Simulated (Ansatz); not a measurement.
BN (space group P6_3/mmc, No. 194; layered, stacked along the Cartesian z axis)

BN is modelled in the hexagonal space group P6₃/mmc (No. 194), Pearson symbol hP4. Conventional cell: a = b = 2.500 Å, c = 6.412 Å, α = β = 90.00°, γ = 120.00°. B on 2d sees 3 N at 1.444 Å (trigonal planar). N on 2c sees 3 B at 1.444 Å (trigonal planar). (Neighbours: up to the widest gap in distance over summed covalent radii, below 1.35, at either atom.)

All numbers come from DFT with PBEsol-D3(BJ), PAW potentials and a 420 eV plane-wave cutoff in Ansatz (a first-principles code), spin-orbit coupling left out. Settings: 15×15×5 k-points, 0.05 eV Fermi–Dirac smearing.

Volume per atom: 8.68 Å³
Density: 2.37 g/cm³
Band gap: 4.08 eV, indirect, k = (0.267, 1/3, 0) in the run's primitive reciprocal basis → M
Total energy: -266.990 eV/atom (σ→0; compares only within this code and set-up)

Whether these cells are dynamically stable was not tested.
